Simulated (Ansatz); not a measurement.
Given:

```
CELL_PARAMETERS angstrom
      3.64175     0.00000     0.00000
     -1.82088     3.15385     0.00000
      0.00000     0.00000     5.82530
ATOMIC_POSITIONS crystal
  Hf 0.00000 0.00000 0.00000
  S  0.33333 0.66667 0.24764
  S  0.66667 0.33333 0.75236
```

No spin polarisation.

The values are results of PBE-D3(BJ)/PAW in Ansatz (a program for electronic structure), without spin-orbit coupling, not measurements. Γ-centred 11×11×6 mesh, Fermi–Dirac width 0.05 eV.

### Question
Predict the pressure (mean of the normal stresses, compression positive).

### Answer
-1.29 GPa.

### Question
What is the computed space group?

### Answer
P-3m1 (No. 164).

The cells carry an imposed strain or load. No phonon test of stability was made. The cell was made from HfS$_{2}$ in the CdI2 type structure (space group P-3m1, No. 164; layered, stacked along the Cartesian z axis) by this change: isotropic strain +1.00 %.
